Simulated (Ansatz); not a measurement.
# A computed series for BeTe: response to strain

The parent structure is BeTe in the zinc blende structure (space group F-43m, No. 216).

```yaml
crystal:
  lattice:
    - [0.00000, 2.80217, 2.80217]
    - [2.80217, 0.00000, 2.80217]
    - [2.80217, 2.80217, 0.00000]
  atoms:
    - { symbol: Be, position: [0.00000, 0.00000, 0.00000] }
    - { symbol: Te, position: [0.25000, 0.25000, 0.25000] }
```

Cartesian axes are those of the cell as printed.

Strains are applied to the cell and any free atomic positions relax.

Calculations: PBEsol in Ansatz (plane waves to 420 eV, PAW, no spin-orbit coupling).

Candidates:
(a) uniaxial strain ε_zz = −1.50 %
(b) uniaxial strain ε_zz = +2.00 %
(c) uniaxial strain ε_zz = −2.00 %

Before the change:

| Item | Value |
|---|---|
| Band gap | 1.84 eV |

### Question
Order them by band gap, lowest first.

### Answer
(c) uniaxial strain ε_zz = −2.00 % (1.62 eV), (a) uniaxial strain ε_zz = −1.50 % (1.67 eV), (b) uniaxial strain ε_zz = +2.00 % (1.80 eV)

Spin-orbit coupling, missing from the scalar runs, can matter with Te. Gaps are Kohn–Sham eigenvalue differences; semilocal functionals usually give less than the measured gap. Stability against distortions was not tested.

Ansatz is a program for electronic structure.
